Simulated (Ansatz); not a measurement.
We consider GdSi2 (within 0.1 Å of I4₁/amd, No. 141; cell taken from a computed entry), described by r²SCAN-D4 in Ansatz (PAW).

Numerical settings: plane-wave cutoff 500 eV, 10×10×6 k mesh (along the axes of the cell as run), Fermi–Dirac smearing 0.05 eV, spin-polarised start, scalar-relativistic PAW data made under PBE.

Computed at the level's own relaxed cell.

### Question
Predict the equilibrium volume per atom.

### Answer

* **equilibrium volume per atom**: 19.30 Å³/atom

Note: the magnetic order was assumed, not searched for or taken from measurement; the 4f shell is treated without U or exact exchange, so its levels and filling can be wrong.

Spin–orbit coupling is not included.

Computed values are for the static lattice.

Computing time: very roughly 18 core-minutes.

Ansatz is an electronic-structure program.
